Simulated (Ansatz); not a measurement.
# InP (model structure, started from the BN type, Pm-3n, No. 223, 12 atoms in the cell)

Computed with r²SCAN (Ansatz, a first-principles code, PAW).

Settings: plane-wave cutoff 560 eV, 6×6×6 k mesh, Fermi–Dirac smearing 0.01 eV, scalar-relativistic PAW data made under PBE.

Cell (relaxed at this level):

```cif
data_In6P6
_chemical_formula_sum 'In6 P6'
_space_group_name_H-M_alt 'P 1'
_space_group_IT_number 1
_cell_length_a 7.27174
_cell_length_b 7.27174
_cell_length_c 7.27174
_cell_angle_alpha 90.000
_cell_angle_beta 90.000
_cell_angle_gamma 90.000
loop_
_space_group_symop_operation_xyz
  'x, y, z'
loop_
_atom_site_label
_atom_site_type_symbol
_atom_site_fract_x
_atom_site_fract_y
_atom_site_fract_z
_atom_site_occupancy
In1 In 0.25000 0.00000 0.50000 1
In2 In 0.50000 0.25000 0.00000 1
In3 In 0.50000 0.75000 0.00000 1
In4 In 0.75000 0.00000 0.50000 1
In5 In 0.00000 0.50000 0.75000 1
In6 In 0.00000 0.50000 0.25000 1
P1 P 0.25000 0.50000 0.00000 1
P2 P 0.00000 0.25000 0.50000 1
P3 P 0.00000 0.75000 0.50000 1
P4 P 0.75000 0.50000 0.00000 1
P5 P 0.50000 0.00000 0.75000 1
P6 P 0.50000 0.00000 0.25000 1
```

```json
{
 "band_gap": "1.07 eV (on the SCF k mesh)"
}
```

Note: the relaxation could raise the start's symmetry but not lower it, so the cell can be a saddle point.

Spin–orbit coupling is not included.

The computed numbers hold no vibrational or temperature effects.

A model structure was made by putting elements into a prototype or built by hand; it is no filed structure, need not be a known phase, and can be a saddle point held by its symmetry.
